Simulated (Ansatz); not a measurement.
The parent structure is a 16-atom supercell of Nb3Sn in the A15 (Cr3Si type) structure (space group Pm-3n, No. 223; a = 5.319 Å) at its relaxed geometry.

(Cell as relaxed with PBE.)

Levels (all Ansatz, a program for electronic structure, PAW): PBE (420 eV, no spin-orbit coupling); PBEsol (420 eV, without spin-orbit coupling).

Each level relaxes its own structure.

The change: one Nb atom is removed, atoms relaxed at fixed cell, starting from a slightly rattled geometry.

| quantity | PBE | PBEsol |
|---|---|---|
| pressure | -2.0 GPa | ___ |
| largest displacement of a host atom from its site in the perfect cell | 0.11 Å | ___ |

Question: Given the PBE results, estimate those of PBEsol.

Answer: 
- pressure, PBEsol: -2.3 GPa
- largest displacement of a host atom from its site in the perfect cell, PBEsol: 0.10 Å

PBE's pressure lies 0.3 GPa above PBEsol's. Neither level is exact; PBEsol is the comparison here, not a measurement.

The cell is small, so the values are those of an ordered compound at a high defect concentration; dilute-limit values will differ. All final runs are without spin polarisation.
